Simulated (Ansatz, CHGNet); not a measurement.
For AlB2-type ZrB2, the machine-learned potential CHGNet-r²SCAN (trained on r²SCAN data) gives:

```
Item                  Value
------------------  -------
lattice constant a  3.167 Å
c axis length       3.553 Å
```

Question: What does PBE0 in Ansatz (PAW) give for the same quantities?

Answer: 
- lattice constant a: 3.158 Å (drops by 0.3 %)
- lattice parameter c: 3.525 Å (drops by 0.8 %)

For comparison: lattice constant a 3.17 Å (measured, room temperature, no zero-point or thermal correction; as tabulated in Zhang et al. (2020), arXiv:1911.03307); lattice parameter c 3.532 Å (measured, room temperature, no zero-point or thermal correction; as tabulated in Zhang et al. (2020), arXiv:1911.03307).

Changes are worked out from the printed values.

Unless a cell is named, each level is at its own relaxed cell (CHGNet-r²SCAN 10.29, PBE0 10.15 Å³/atom).

Ansatz's density-functional and Hartree–Fock values are scalar-relativistic unless marked +SOC, with PAW data made under PBE.

Ansatz is an electronic-structure program.
